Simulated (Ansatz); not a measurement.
## Short convergence ladders for the (001) slab of BiS (cut from a parent of space group no. 12; 4 atoms in the cell)

```
CELL_PARAMETERS angstrom
      3.97643     0.00000     0.00000
     -3.91650     3.97598     0.00000
      0.00000     0.00000    17.41961
ATOMIC_POSITIONS crystal
  Bi 0.59630 0.79815 0.40185
  Bi 0.65636 0.32818 0.59815
  S  0.66018 0.33009 0.42861
  S  0.59248 0.79624 0.57139
```

Base method: LDA (PW92), default PAW files made with PBE (plane waves; Ansatz, a quantum-chemistry and plane-wave program).

Base settings: basis.ecutwfc = 420 eV; kpoints.mp_grid.grid = 11 11 1; hamiltonian.xc = lda; hamiltonian.pseudopotentials = {kind: paw} (the program's default PAW files); scf.occupations.method = fermi_dirac; scf.occupations.width = 0.1 eV.

The count of work is k-points × plane waves × bands × iterations; it is no time. 

**The vacuum**

The mesh stays at the base's, so the ladder's end is converged at best in this setting alone.

Only quantities that move along the ladder and can be compared are tabulated.

```tsv
vacuum between outermost atoms (Å)	free energy less the last step's (meV/atom)	largest difference of a force vector from the last step's (eV/Å)	count of work / last
3.0	-72.53	0.841	0.22
4.0	118.34	0.493	0.22
5.0	80.41	0.261	0.25
6.0	35.97	0.116	0.28
7.0	13.56	0.044	0.31
8.0	4.68	0.015	0.34
10.0	0.49	0.002	0.40
12.0	0.05	0.001	0.46
14.0	0.01	0.001	0.52
17.0	0.01	0.001	0.61
20.0	0.00	0.002	0.70
25.0	-0.01	0.002	0.85
30.0	0.00	0.000	1.0
```

Smallest vacuum between outermost atoms (Å) that holds the forces within 0.005 eV/Å of the last step, with all finer ones: 10.0, at 0.40 of the last step's count of work; the step before is off by 0.015 eV/Å.

Smallest vacuum between outermost atoms (Å) that holds the free energy within 2 meV/atom of the last step, with all finer ones: 10.0, at 0.40 of the last step's count of work; the step before is off by 4.7 meV/atom.

**The plane-wave cutoff**

The mesh stays at the base's, so the ladder's end is converged at best in this setting alone.

Only quantities that move along the ladder and can be compared are tabulated.

```csv
basis.ecutwfc,free energy less the last step's (meV/atom),largest difference of a force vector from the last step's (eV/Å),count of work / last
210 eV,3036.02,0.160,0.14
250 eV,552.30,0.049,0.16
295 eV,67.10,0.007,0.21
355 eV,3.39,0.002,0.27
420 eV,1.11,0.000,0.35
505 eV,0.39,0.000,0.47
630 eV,0.11,0.000,0.65
840 eV,0.00,0.000,1.0
```

Coarsest basis.ecutwfc that holds the free energy within 0.5 meV/atom of the last step, with all finer ones: 505 eV; the step before is off by 1.1 meV/atom.

Coarsest basis.ecutwfc that holds the forces within 0.01 eV/Å of the last step, with all finer ones: 295 eV, at 0.21 of the last step's count of work; the step before is off by 0.049 eV/Å.

On the base run: the starting cell comes from a database of computed structures (which also holds hypothetical and non-ambient phases and stackings), without a prior relaxation at this level. The slab is cut from that crystal, and its faces are unrelaxed. Its lattice was rescaled by up to half a per cent. Spin polarisation is off, though cut faces can carry moments; the slab shows no gap.

Keys are those of Ansatz 0.2.
